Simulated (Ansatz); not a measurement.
TiAl₃ (I4/mmm, No. 139)

Level of theory: r²SCAN-D4 in Ansatz (plane waves, PAW).

Settings: plane-wave cutoff 560 eV, 20×20×20 k mesh, Fermi–Dirac smearing 0.05 eV, no spin polarisation, scalar-relativistic PAW data made under PBE.

Cell (relaxed at this level):

```yaml
crystal:
  lattice:
    - [-1.90651, 1.90651, 4.26667]
    - [1.90651, -1.90651, 4.26667]
    - [1.90651, 1.90651, -4.26667]
  atoms:
    - { symbol: Ti, position: [0.00000, 0.00000, 0.00000] }
    - { symbol: Al, position: [0.50000, 0.50000, 0.00000] }
    - { symbol: Al, position: [0.75000, 0.25000, 0.50000] }
    - { symbol: Al, position: [0.25000, 0.75000, 0.50000] }
```

* **bulk modulus B0**: 118 GPa
* **band gap**: none
* **pressure derivative B′ of the bulk modulus**: 4.0

Note: the bulk modulus comes from volumes at which shape and atoms were relaxed.

The computed numbers hold no vibrational or temperature effects.

It cost very roughly 30 core-minutes of CPU time.

Ansatz is a quantum-chemistry and plane-wave program.
